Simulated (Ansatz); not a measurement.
Consider SnTe in the rock salt structure (space group Fm-3m, No. 225; a = 6.2887 Å).

Structures relaxed with PBEsol/PAW in Ansatz (a first-principles code), no spin-orbit coupling.

Base:

Simulated powder pattern, Cu Kα1, λ = 1.54056 Å (kinematic, ideal powder, no thermal factors, no anomalous dispersion; the 10 strongest lines at most, above 2 %, up to 2θ = 90°):

| 2θ (°) | I/Imax (%) | hkl |
|---|---|---|
| 28.36 | 100 | (200) |
| 40.54 | 76 | (220) |
| 50.21 | 27 | (222) |
| 58.67 | 13 | (400) |
| 66.43 | 34 | (420) |
| 73.75 | 25 | (422) |
| 87.72 | 8.2 | (440) |

One thing is altered: every Sn is replaced by Pb; the structure is relaxed again.

Predict the new powder pattern.


Simulated powder pattern, Cu Kα1, λ = 1.54056 Å (kinematic, ideal powder, no thermal factors, no anomalous dispersion; the 10 strongest lines at most, above 2 %, up to 2θ = 90°):

| 2θ (°) | I/Imax (%) | hkl |
|---|---|---|
| 23.90 | 11 | (111) |
| 27.67 | 100 | (200) |
| 39.53 | 78 | (220) |
| 46.73 | 6.5 | (311) |
| 48.94 | 28 | (222) |
| 57.14 | 13 | (400) |
| 62.82 | 2.9 | (331) |
| 64.65 | 37 | (420) |
| 71.71 | 28 | (422) |
| 85.12 | 9.1 | (440) |

The indices refer to each structure's own conventional cell; one index is shown for lines that coincide.

No phonon test of stability was made.
